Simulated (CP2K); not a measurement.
CP2K run on Zn2GeS3 (P3m1, 6 atoms in the cell): relaxation of cell and atoms.

Method: PBEsol, GPW, DZVP-MOLOPT-SR-GTH basis, GTH-PBE potentials (GTH_POTENTIALS) in CP2K.

```
CELL_PARAMETERS angstrom
      3.85802     0.00000     0.00000
     -1.92901     3.34114     0.00000
      0.00000     0.00000    10.53289
ATOMIC_POSITIONS crystal
  Zn 0.66667 0.33333 0.35154
  Zn 0.33333 0.66667 0.64820
  Ge 0.00000 0.00000 0.99998
  S  0.00000 0.00000 0.28468
  S  0.66667 0.33333 0.58446
  S  0.33333 0.66667 0.88114
```

Reference input (self-consistent single point, DFT PBEsol, GPW, DZVP-MOLOPT-SR-GTH basis, GTH-PBE potentials (GTH_POTENTIALS)): CUTOFF = 600 Ry; REL_CUTOFF = 50 Ry; KPOINTS/SCHEME = MONKHORST-PACK 9 9 3; XC_FUNCTIONAL = PBE:PBESOL; Zn/BASIS_SET = DZVP-MOLOPT-SR-GTH-q12; Zn/POTENTIAL = GTH-PBE-q12; Ge/BASIS_SET = DZVP-MOLOPT-SR-GTH-q4; Ge/POTENTIAL = GTH-PBE-q4; S/BASIS_SET = DZVP-MOLOPT-SR-GTH-q6; S/POTENTIAL = GTH-PBE-q6; METHOD = GPW; EPS_DEFAULT = 1e-10. This run's input differs from it in these lines:

```diff
@@ -2,3 +2,3 @@
   PROJECT run
-  RUN_TYPE ENERGY_FORCE
+  RUN_TYPE CELL_OPT
   PRINT_LEVEL MEDIUM
@@ -14,2 +14,3 @@
       EPS_DEFAULT 1E-10
+      EXTRAPOLATION USE_GUESS
     &END QS
@@ -22,3 +23,3 @@
       SCF_GUESS ATOMIC
-      EPS_SCF 1E-6
+      EPS_SCF 1E-7
       MAX_SCF 100
@@ -93,2 +94,20 @@
 &END FORCE_EVAL
+&MOTION
+  &CELL_OPT
+    OPTIMIZER BFGS
+    MAX_ITER 60
+    MAX_FORCE 4E-4
+    RMS_FORCE 3E-4
+    EXTERNAL_PRESSURE [GPa] 0
+    PRESSURE_TOLERANCE [bar] 200
+  &END CELL_OPT
+  &PRINT
+    &CELL ON
+    &END CELL
+    &RESTART OFF
+    &END RESTART
+    &RESTART_HISTORY OFF
+    &END RESTART_HISTORY
+  &END PRINT
+&END MOTION
```

Output (repeated stretches shortened):

```
 SCF WAVEFUNCTION OPTIMIZATION

  Step     Update method      Time    Convergence         Total energy    Change
     1 NoMix/Diag. 0.30E+00      -     1.59261108      -155.4467244872 -1.55E+02
     2 Broy./Diag. 0.30E+00      -     0.08740614      -155.3763891788  7.03E-02
     3 Broy./Diag. 0.30E+00      -     0.06462659      -155.3388930213  3.75E-02
     4 Broy./Diag. 0.30E+00      -     0.02777540      -155.3877507922 -4.89E-02
     5 Broy./Diag. 0.30E+00      -     0.00681934      -155.3938185835 -6.07E-03
     6 Broy./Diag. 0.30E+00      -     0.00126988      -155.3614455435  3.24E-02
   [... 6 lines left out ...]
    13 Broy./Diag. 0.30E+00      -     0.00000207      -155.3534775424  2.80E-06
    14 Broy./Diag. 0.30E+00      -     0.00000028      -155.3534783837 -8.41E-07
    15 Broy./Diag. 0.30E+00      -     0.00000019      -155.3534789125 -5.29E-07
    16 Broy./Diag. 0.30E+00      -     0.00000004      -155.3534789495 -3.70E-08
  *** SCF run converged in    16 steps ***

  Overlap energy of the core charge distribution:               0.00000000264958
  Self energy of the core charge distribution:               -240.19761323839896
  Core Hamiltonian energy:                                     68.74787083789424
  Hartree energy:                                              41.54984711162513
  Exchange-correlation energy:                                -25.45358366328805

  Total energy:                                              -155.35347894951803

                     Mulliken Population Analysis

 #  Atom  Element  Kind  Atomic population                           Net charge
       1     Zn       1         12.252834                             -0.252834
       2     Zn       1         12.196384                             -0.196384
   [... lines left out ...]
  Total energy:                                              -155.35371736451162
 OPT| Pressure deviation [bar]                                 -18758.6919067619
 OPT| Pressure tolerance [bar]                                    200.0000000000
 OPT| Pressure is converged                                                   NO
  Total energy:                                              -155.35502409614466
 OPT| Pressure deviation [bar]                                   -147.9041883360
 OPT| Pressure tolerance [bar]                                    200.0000000000
 OPT| Pressure is converged                                                  YES
 ***                    GEOMETRY OPTIMIZATION COMPLETED                      ***
  Total energy:                                              -155.35502409614466
   [... lines left out ...]
       4     S        3          5.882680                              0.117320
       5     S        3          5.764934                              0.235066
       6     S        3          6.215318                             -0.215318
 # Total charge                             46.000000                  0.000000

 ENERGY| Total FORCE_EVAL ( QS ) energy [hartree]           -155.355024096144660
```

The run converged. 

Summary of the result:
Free energy E − TS: -4227.4256 eV
Top of the valence band (on the code's own zero): 3.31 eV
Gap on the k-point mesh: 0.90 eV
Pressure: -0.01 GPa
Largest force (vector length): 0.009 eV/Å
Final cell: a = b = 3.7962 Å, c = 10.4836 Å, α = β = 90.00°, γ = 120.03°
Final volume per atom: 21.80 Å³
Relaxation steps: 20

The starting cell comes from a database of computed structures (which also holds hypothetical and non-ambient phases and stackings), without a prior relaxation at this level. Values carry the incompleteness of an atom-centred basis. The potentials were made for another functional than the one used.

Cost on one core of a shared machine: roughly 10 min.
